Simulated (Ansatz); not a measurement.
Base system: TiO2 in the anatase structure (space group I4_1/amd, No. 141; a = 3.770 Å, c = 9.552 Å).

Perturbation: a hydrostatic pressure of 3 GPa.

Levels (all Ansatz, a quantum-chemistry and plane-wave program, PAW): PBEsol (420 eV, without spin-orbit coupling); HSE06 (420 eV, no spin-orbit coupling).

The geometry is relaxed with PBEsol.

- PBEsol band gap: 2.08 eV

How does going to HSE06 change the band gap?

The band gap increases by 1.55 eV to 3.63 eV.

Single points use the geometry relaxed with PBEsol. The hybrid gap comes from the SCF mesh plus the semilocal run's edge points and a few special points and is an upper bound. Load acts through the strain it causes; cell and atoms are relaxed under it. Whether these cells are dynamically stable was not tested. The base started in C2/c and relaxed to I4_1/amd at this level. The final runs are not spin-polarised.
